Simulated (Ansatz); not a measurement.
The parent structure is SnSe2 in the rutile structure (space group P4_2/mnm, No. 136; a hypothetical phase, not in the database extracts checked).

```yaml
crystal:
  lattice:
    - [6.41495, 0.00000, 0.00000]
    - [0.00000, 6.41495, 0.00000]
    - [0.00000, 0.00000, 3.99428]
  atoms:
    - { symbol: Sn, position: [0.00000, 0.00000, 0.00000] }
    - { symbol: Sn, position: [0.50000, 0.50000, 0.50000] }
    - { symbol: Se, position: [0.30528, 0.30528, 0.00000] }
    - { symbol: Se, position: [0.80528, 0.19472, 0.50000] }
    - { symbol: Se, position: [0.19472, 0.80528, 0.50000] }
    - { symbol: Se, position: [0.69472, 0.69472, 0.00000] }
```

The values are results of Kohn–Sham DFT with the PBEsol functional, run in Ansatz (an electronic-structure program) with PAW and 420 eV plane waves, spin-orbit coupling left out, earlier PAW set, not measurements.

One change was made to it. Results:

The lattice parameter a goes up by 0.156 Å (6.415 Å → 6.571 Å); the c/a ratio drops by 0.015 (0.623 → 0.608).

**Question.** Name the change that was made.
A) pressure 3 GPa
B) pressure −1 GPa
C) pressure 15 GPa
D) pressure −2 GPa
E) pressure 50 GPa

**Answer.** D, pressure −2 GPa. For comparison, the lattice parameter a in the other runs: pressure 3 GPa gives 6.268 Å; pressure 50 GPa gives 5.048 Å; pressure −1 GPa gives 6.481 Å; pressure 15 GPa gives 5.935 Å.

From pressure 50 GPa on, the axis ratios lie over 15 % from the base's, so the cell there is far from its starting form. Load acts through the strain it causes; cell and atoms are relaxed under it. Stability against distortions was not tested. No other phases were tried under pressure. All final runs are without spin polarisation.
